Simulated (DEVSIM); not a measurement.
System: abrupt Si n-p junction, at 300 K.

```
layer (left to right)  material  thickness (μm)  Nd (cm⁻³)  Na (cm⁻³)  τn (s)  τp (s)
---------------------  --------  --------------  ---------  ---------  ------  ------
1                            Si            46.0     4.5e17          -  3.3e-6  3.3e-6
2                            Si            21.0          -     1.2e15  3.3e-6  3.3e-6
```

Left contact: ohmic. Right contact: ohmic. Voltage is applied to the left contact. Recombination: SRH at mid-gap, radiative, Auger. Mobility is μmin + (μ − μmin)/(1 + (N/Nref)^α).

Constants are typed, rounded textbook-type inputs, not results; the design itself was drawn at random and stands for no fabricated device. Values at 300 K.

```
parameter           Si
-------------  -------
gap (eV)         1.124
affinity (eV)     4.05
permittivity      11.7
Nc (cm⁻³)      2.86e19
Nv (cm⁻³)       3.1e19
μn (cm²/Vs)       1417
μp (cm²/Vs)        470
μn,min              52
μp,min              45
Nref,n          9.7e16
Nref,p          2.2e17
αn                0.68
αp                0.72
B (cm³/s)      4.7e-15
Cn (cm⁶/s)     2.8e-31
Cp (cm⁶/s)     9.9e-32
```

DEVSIM, 1D drift-diffusion, Boltzmann statistics, complete ionisation; no tunnelling, impact ionisation, image-force lowering or self-heating.

The doping Na of layer 2 was swept, all else fixed.

```csv
doping Na of layer 2 (cm^-3),potential step across the device at zero bias (V),dark forward voltage at 1 A/cm² (V),dark forward voltage at 100 A/cm² (V),largest field in the device at zero bias (V/cm)
3.6e13,0.663,0.516,0.765,36000
1.2e14,0.694,0.530,0.762,37000
3.6e14,0.723,0.548,0.763,37000
1.2e15,0.754,0.575,0.768,39000
3.6e15,0.782,0.602,0.776,43000
1.2e16,0.814,0.635,0.792,58000
3.6e16,0.842,0.667,0.816,91000
```

From the first row to the last the potential step across the device at zero bias goes from 0.663 to 0.842. From the first row to the last the dark forward voltage at 1 A/cm² goes from 0.516 to 0.667.
